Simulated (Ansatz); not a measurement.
**Hypothetical fluorite TaGe2: pressure series**

Take TaGe2 in the fluorite structure (space group Fm-3m, No. 225; a = 6.2747 Å; a hypothetical phase, not in the database extracts checked) as the base.

Cell and atoms are relaxed at each pressure.

Calculations: DFT with PBE, PAW potentials and a 420 eV plane-wave cutoff in Ansatz (an electronic-structure program), no spin-orbit coupling, earlier PAW set.

| P (GPa) | V (Å³/atom) |
|---|---|
| -2.01 | 21.029 |
| -1.01 | 20.804 |
| 3.01 | 20.007 |
| 7.01 | 19.348 |
| 15.00 | 18.312 |
| 29.99 | 16.909 |
| 49.99 | 15.578 |
| 74.99 | 14.405 |
| 99.99 | 13.538 |

Fit a third-order Birch–Murnaghan equation of state.

Least squares on P(V) = (3B₀/2)[(V₀/V)^(7/3) − (V₀/V)^(5/3)]·[1 + (3/4)(B₀′ − 4)((V₀/V)^(2/3) − 1)] gives V₀ = 20.58 Å³/atom, B₀ = 100 GPa and B₀′ = 4.0.

Load acts through the strain it causes; cell and atoms are relaxed under it. No phonon test of stability was made. No other phases were tried under pressure. All final runs are without spin polarisation. An odd electron count without spin: TaGe2. TaGe2 has a high density of states at the Fermi level and may be magnetic at this level.
